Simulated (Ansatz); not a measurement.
Given:

```xyz
4
Lattice="4.0099 0.0000 0.0000 0.0000 4.0099 0.0000 2.0050 -2.0050 4.2255" Properties=species:S:1:pos:R:3 pbc="T T T"
Al     2.0050     2.0050     0.0000
Al     2.0050     0.0000     2.1127
Al     4.0099     2.0050     2.1127
Ti     0.0000     0.0000     0.0000
```

No spin polarisation.

Level of theory: PBE, PAW, 420 eV (Ansatz, a first-principles code; without spin-orbit coupling). Settings: 21×21×21 k-points, 0.1 eV Fermi–Dirac smearing.

**Question.** Estimate the pressure (mean of the normal stresses, compression positive).

**Answer.** -5.8 GPa.

**Question.** Estimate the band gap.

**Answer.** Zero.

The cells carry an imposed strain or load. Whether these cells are dynamically stable was not tested. All final runs are without spin polarisation. The cell was made from TiAl3 (space group I4/mmm, No. 139) by this change: biaxial strain +4.20 %, plane normal [001], relaxed out of plane.
